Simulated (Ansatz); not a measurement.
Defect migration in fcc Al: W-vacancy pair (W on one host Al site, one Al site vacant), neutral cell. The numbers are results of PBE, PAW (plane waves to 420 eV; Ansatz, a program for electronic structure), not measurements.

Cell of 32 host sites held at the relaxed PBE lattice; a 3×3×3 k-point mesh shifted by half a step; Fermi-Dirac width 0.10 eV, spin-restricted; finite-size errors left in. Energies are static. Spin-orbit coupling is left out. Forms of the defect that were not tried may lie lower.

Barriers: single points on a 5×5×5 k-point mesh shifted by half a step at the bands' geometries (they differ from the bands' own by up to 0.11 eV, and are uncertain by about as much).

Relaxed starting cell (atoms counted from 1):

```yaml
crystal:
  lattice:
    - [8.08392, 0.00000, 0.00000]
    - [0.00000, 8.08392, 0.00000]
    - [0.00000, 0.00000, 8.08392]
  atoms:
    - { symbol: W, position: [0.99963, 0.98941, 0.99007] }
    - { symbol: Al, position: [0.99911, 0.00515, 0.49862] }
    - { symbol: Al, position: [0.99918, 0.49812, 0.00605] }
    - { symbol: Al, position: [0.99960, 0.49811, 0.49891] }
    - { symbol: Al, position: [0.49965, 0.00232, 0.00307] }
    - { symbol: Al, position: [0.49945, 0.00238, 0.49962] }
    - { symbol: Al, position: [0.49991, 0.49902, 0.00280] }
    - { symbol: Al, position: [0.49923, 0.50546, 0.50632] }
    - { symbol: Al, position: [0.99910, 0.24353, 0.75638] }
    - { symbol: Al, position: [0.99905, 0.75570, 0.24417] }
    - { symbol: Al, position: [0.99927, 0.75168, 0.75236] }
    - { symbol: Al, position: [0.49939, 0.24998, 0.25051] }
    - { symbol: Al, position: [0.49953, 0.24800, 0.75700] }
    - { symbol: Al, position: [0.49950, 0.75651, 0.24873] }
    - { symbol: Al, position: [0.49919, 0.75334, 0.75395] }
    - { symbol: Al, position: [0.23274, 0.00788, 0.24479] }
    - { symbol: Al, position: [0.24723, 0.99922, 0.75574] }
    - { symbol: Al, position: [0.24538, 0.49956, 0.25237] }
    - { symbol: Al, position: [0.24684, 0.49881, 0.75550] }
    - { symbol: Al, position: [0.76635, 0.00841, 0.24457] }
    - { symbol: Al, position: [0.75133, 0.99918, 0.75621] }
    - { symbol: Al, position: [0.75301, 0.49943, 0.25302] }
    - { symbol: Al, position: [0.75180, 0.49904, 0.75545] }
    - { symbol: Al, position: [0.23292, 0.24390, 0.00873] }
    - { symbol: Al, position: [0.24562, 0.25165, 0.49976] }
    - { symbol: Al, position: [0.24731, 0.75500, 0.99935] }
    - { symbol: Al, position: [0.24705, 0.75500, 0.49970] }
    - { symbol: Al, position: [0.76651, 0.24393, 0.00922] }
    - { symbol: Al, position: [0.75327, 0.25192, 0.50016] }
    - { symbol: Al, position: [0.75146, 0.75565, 0.99978] }
    - { symbol: Al, position: [0.75172, 0.75452, 0.50004] }
```

End state 1 differs by these moves (Å; atoms that move under 0.08 Å are left out):

| atom | element | Δx | Δy | Δz |
|---|---|---|---|---|
| 1 | W | 0.00 | 2.21 | 2.21 |

Question: What is the computed forward and backward barriers to end state 1 (PBE, PAW)?

Answer: forward 2.06 eV, backward 2.06 eV; at the saddle point atom 1 has neighbours 4 Al at 2.61, 2 Al at 2.95, 2 Al at 2.97 Å. The program found a first-order saddle point.

End state 2 differs by these moves (Å; atoms that move under 0.08 Å are left out):

| atom | element | Δx | Δy | Δz |
|---|---|---|---|---|
| 1 | W | -0.09 | 0.08 | 0.00 |
| 10 | Al | 0.07 | 0.09 | 0.00 |
| 16 | Al | -1.82 | 1.82 | 0.00 |
| 20 | Al | -0.09 | -0.07 | 0.00 |
| 24 | Al | 0.09 | -0.09 | 0.00 |
| 26 | Al | -0.03 | 0.09 | 0.08 |
| 28 | Al | -0.10 | 0.03 | -0.08 |

Question: Predict the forward and backward barriers to end state 2 from PBE, PAW.

Answer: forward 0.41 eV, backward 0.41 eV; at the saddle point atom 16 has neighbours Al at 2.59, Al at 2.61, Al at 2.64, 2 Al at 2.95, 2 Al at 3.24; W at 2.61 Å. The program found a first-order saddle point.
